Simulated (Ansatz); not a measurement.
Input:

```
CELL_PARAMETERS angstrom
      0.00000     2.38386     2.38386
      2.38386     0.00000     2.38386
      2.38386     2.38386     0.00000
ATOMIC_POSITIONS crystal
  As 0.75000 0.75000 0.75000
  B  0.00000 0.00000 0.00000
```

A single point on InAs with a change (In → B), its geometry relaxed with PBEsol.

Computed with HSE06 (Ansatz, an electronic-structure program, PAW, spin-orbit coupling included), earlier PAW set. Settings: 8×8×8 k-points, 0.01 eV Fermi–Dirac smearing.

### Question
Estimate the valence-band top at Γ (three highest Kramers pairs, from the VBM).

### Answer
0.00, 0.00, -0.23 eV.

### Question
What band gap does the calculation give?

### Answer
1.75 eV.

Single points use the geometry relaxed with PBEsol. HSE06 was sampled on its mesh, a few special points and the semilocal edge points, so its gap is an upper bound. Whether these cells are dynamically stable was not tested. The cell was made from InAs by this change: In → B.
